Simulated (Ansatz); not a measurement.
Take MoS2 (space group P6_3/mmc, No. 194; a = 3.149 Å, c = 12.091 Å; layered, stacked along the Cartesian z axis) as the base.

All numbers come from PBE-D3(BJ) in Ansatz (plane waves to 420 eV, PAW, no spin-orbit coupling), earlier PAW set.

Before the change:

The gap between the host's bands comes out as 0.77 eV and the gap character comes out as indirect, Γ → k = (0.176, 0.176, 0) in the run's primitive reciprocal basis.

It is then changed as follows: electron doping at 7.0×10^21 cm⁻³ (0.727 per cell), with a uniform compensating background at fixed cell and a 300 K Fermi–Dirac width.

Question: Predict the new gap between the host's bands.

Answer: The gap between the host's bands decreases by 0.05 eV, from 0.77 eV to 0.72 eV.

Question: How does this affect the gap character?

Answer: The gap character is still indirect, Γ → k = (0.176, 0.176, 0) in the run's primitive reciprocal basis.

Question: What happens to the largest internal atomic displacement?

Answer: The largest internal atomic displacement is 0.024 Å.

Charged cell with a jellium background: band edges are those of the host's band count, energies are not comparable with the neutral cell, and many-body gap narrowing is missing. No phonon test of stability was made.

Ansatz is a quantum-chemistry and plane-wave program.
